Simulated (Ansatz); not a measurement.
End structure of NH3 on the 1x1 (110) surface of bcc Ta, one in a 2x2 cell, started at the site 'bridge Ta-Ta (span 3.3 Å)':

```xyz
20
Lattice="5.7487 0.0000 0.0000 -1.9162 5.4200 0.0000 0.0000 0.0000 26.5000" Properties=species:S:1:pos:R:3 pbc="T T T"
Ta     0.9581     1.3550     9.8356
Ta     0.0000     4.0650     9.8356
Ta     3.8325     1.3550     9.8356
Ta     2.8744     4.0650     9.8356
Ta     0.0000     0.0000    12.0695
Ta    -0.9581     2.7100    12.0695
Ta     2.8744     0.0000    12.0695
Ta     1.9162     2.7100    12.0695
Ta     0.9608     1.3601    14.4382
Ta    -0.0072     4.0704    14.4169
Ta     3.8395     1.3502    14.4170
Ta     2.8711     4.0615    14.4426
Ta     0.0022     0.0041    16.8855
Ta    -0.9617     2.7130    16.6409
Ta     2.8765    -0.0019    16.6412
Ta     1.9141     2.7044    16.6499
N     -0.0112     0.0039    19.2109
H      0.9280     0.1938    19.5709
H     -0.6465     0.7382    19.5385
H     -0.3375    -0.9022    19.5575
```

Set-up: 20 atoms, 6.8 Å thick at the start under the adsorbate (thin: gaps and levels are the slab's own); mesh 5x5x1; 0.1 eV smearing; dipole correction on; single point; no symmetry held, on the structure that PBE left; no spin, no spin-orbit, no U, no dispersion correction. At the end it is bonded to Ta. In PBE it is, or lies within 0.03 eV of, the lowest of the starts that converged; the order may differ at this level.

A negative adsorption energy means that the adsorbate is more stable on the surface than in its reference.

### Question
What is the computed adsorption energy against NH3(g) at the same level (r2SCAN, at the PBE geometry (Ansatz, an electronic-structure program))?

### Answer
-0.90 eV

### Question
Give the change of the work function at the level r2SCAN, at the PBE geometry.

### Answer
-2.30 eV

### Question
What change of the step from the bottom to the top vacuum level, against the clean slab does r2SCAN, at the PBE geometry give?

### Answer
-2.27 eV

### Question
Estimate the work function of the top face that r2SCAN, at the PBE geometry returns for this input.

### Answer
2.58 eV
